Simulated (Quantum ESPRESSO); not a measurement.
# Refining one setting for Na (Im-3m, 1 atom in the cell)

```yaml
crystal:
  lattice:
    - [-2.11644, 2.11644, 2.11644]
    - [2.11644, -2.11644, 2.11644]
    - [2.11644, 2.11644, -2.11644]
  atoms:
    - { symbol: Na, position: [0.00000, 0.00000, 0.00000] }
```

Method of the run: PBE, SSSP 1.1.2 efficiency (PBE) pseudopotentials (plane waves; Quantum ESPRESSO).

The starting cell comes from a database of computed structures (which also holds hypothetical and non-ambient phases and stackings), without a prior relaxation at this level. Its lattice was rescaled by a random factor within 2.5 % of one.

Held fixed: ecutwfc = 40 Ry; ecutrho = 320 Ry; occupations = smearing; smearing = methfessel-paxton; degauss = 0.0147 Ry; potentials = {Na: na_pbe_v1.5.uspp.F.UPF}; K_POINTS = automatic 9 9 9 0 0 0.

ΔF is the free energy per atom less that of the last row (7.3e-14 Ry).

```json
[
 {"conv_thr": "0.0073 Ry", "ΔF (meV/atom)": "2.0", "pressure (GPa)": "-16.79", "iterations": "1"},
 {"conv_thr": "0.00073 Ry", "ΔF (meV/atom)": "0.15", "pressure (GPa)": "2.29", "iterations": "2"},
 {"conv_thr": "7.3e-05 Ry", "ΔF (meV/atom)": "0.01", "pressure (GPa)": "-1.25", "iterations": "3"},
 {"conv_thr": "7.3e-06 Ry", "ΔF (meV/atom)": "0.01", "pressure (GPa)": "-1.25", "iterations": "3"},
 {"conv_thr": "7.3e-07 Ry", "ΔF (meV/atom)": "0.00", "pressure (GPa)": "-0.28", "iterations": "4"},
 {"conv_thr": "7.3e-08 Ry", "ΔF (meV/atom)": "0.00", "pressure (GPa)": "-0.28", "iterations": "4"},
 {"conv_thr": "7.3e-10 Ry", "ΔF (meV/atom)": "0.00", "pressure (GPa)": "-0.18", "iterations": "5"},
 {"conv_thr": "1e-10 Ry", "ΔF (meV/atom)": "0.00", "pressure (GPa)": "-0.19", "iterations": "7"},
 {"conv_thr": "7.3e-12 Ry", "ΔF (meV/atom)": "0.00", "pressure (GPa)": "-0.19", "iterations": "8"},
 {"conv_thr": "7.3e-14 Ry", "ΔF (meV/atom)": "0.00", "pressure (GPa)": "-0.19", "iterations": "9"}
]
```

Energy within 1 meV/atom of the last row: from conv_thr = 0.00073 Ry on; the one before it is off by 2.0 meV/atom.
